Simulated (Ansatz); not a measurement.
Take Al₂Cu (space group Fm-3m, No. 225; a cell from a computed database, its experimental status unchecked; relaxed with 0.1 eV smearing) as the base.

```
Al2Cu
1.0
    0.00000     2.86788     2.86788
    2.86788     0.00000     2.86788
    2.86788     2.86788     0.00000
Al Cu
2 1
Cartesian
  1.43394   1.43394   1.43394
  4.30182   4.30182   4.30182
  2.86788   2.86788   2.86788
```

Cartesian axes are those of the cell as printed.

Calculations: r2SCAN in Ansatz (plane waves to 500 eV, PAW, scalar-relativistic without spin-orbit coupling), earlier PAW set.

One thing is altered: uniaxial strain ε_zz = +5.10 %, all other strain components held at zero, atoms relaxed at fixed cell.

### Question
Predict the stress tensor and what it implies for the stiffness.

### Answer
Stress of the strained cell less that of the base (GPa, compression positive):
```
   -3.2     0.0     0.0
    0.0    -3.2     0.0
    0.0     0.0    -7.6
```

Then −Δσ_ii/ε with ε = 0.0510 gives secant stiffness values (nonlinear terms included at this strain): C33 ≈ 149 GPa, C13 ≈ 62 GPa and C23 ≈ 62 GPa.

As a check, the harmonic strain energy −½ V₀ Δσ:ε is 19 meV/atom; the computed energy rise is 20 meV/atom.

Stability against distortions was not tested. The final runs are not spin-polarised.

Ansatz is an electronic-structure program.
